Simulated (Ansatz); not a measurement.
Consider TiO$_{2}$ in the rutile structure (space group P4_2/mnm, No. 136).

```yaml
crystal:
  lattice:
    - [4.64344, 0.00000, 0.00000]
    - [0.00000, 4.64344, 0.00000]
    - [0.00000, 0.00000, 2.96380]
  atoms:
    - { symbol: Ti, position: [0.00000, 0.00000, 0.00000] }
    - { symbol: Ti, position: [0.50000, 0.50000, 0.50000] }
    - { symbol: O, position: [0.30513, 0.30513, 0.00000] }
    - { symbol: O, position: [0.80513, 0.19487, 0.50000] }
    - { symbol: O, position: [0.19487, 0.80513, 0.50000] }
    - { symbol: O, position: [0.69487, 0.69487, 0.00000] }
```

Cartesian axes are those of the cell as printed.

Computed with DFT with PBE, PAW potentials and a 420 eV plane-wave cutoff in Ansatz (a program for electronic structure), spin-orbit coupling left out.

Before the change:

* **Volume per atom**: 10.65 Å³
* **Pressure**: 0.00 GPa
* **Band gap**: 1.86 eV

Perturbation: biaxial strain +2.40 %, plane normal [001], relaxed out of plane (Cartesian); in-plane vectors clamped, the third vector and the atoms free.

Q: What happens to the volume per atom?

A: The volume per atom grows by 0.37 Å³, from 10.65 Å³ to 11.02 Å³.

Q: What does the calculation give for the pressure after the change?

A: The pressure (mean of the normal stresses, compression positive) goes from zero to -4.76 GPa.

Q: Estimate the effect on the band gap.

A: The band gap grows by 0.08 eV to 1.94 eV.

Whether these cells are dynamically stable was not tested. All final runs are without spin polarisation.
